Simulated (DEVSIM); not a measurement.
Structure: TaN/SiO2/p-Ge capacitor, at 400 K.

Layer 1 from the left is SiO2, thickness (nm) 23.0. Layer 2 from the left is Ge, thickness (nm) 2100, Na (cm⁻³) 7.8e16.

Metal gate on the left, work function 4.4 eV. Fixed charge at the semiconductor interface 2e11 cm⁻² (in units of +e); no interface traps.

The device is made up for the run: typed textbook-type constants, with dimensions and the other settings drawn at random. Values at 300 K; Nc and Nv go as T^1.5, mobilities as T to minus their exponent, the gap by Varshni's rule with the affinity fixed.

SiO2: gap (eV) 9, affinity (eV) 0.9, permittivity 3.9. Ge: gap (eV) 0.664, affinity (eV) 4, permittivity 16, Nc (cm⁻³) 1.04e19, Nv (cm⁻³) 6e18, Varshni α (eV/K) 0.000477, Varshni β (K) 235.

Model (solved in DEVSIM): 1D Poisson equation in equilibrium, Boltzmann statistics, complete ionisation; no quantum confinement or tunnelling. Metal contacts follow the ideal Schottky-Mott rule: no Fermi-level pinning, no interface dipoles.

### Question
What does the simulation give for the threshold voltage (band bending 2φF), the minimum of the low-frequency capacitance, the flat-band voltage?

### Answer
threshold voltage (band bending 2φF) 0.66 V; minimum of the low-frequency capacitance 0.0947 μF/cm²; flat-band voltage -0.27 V.
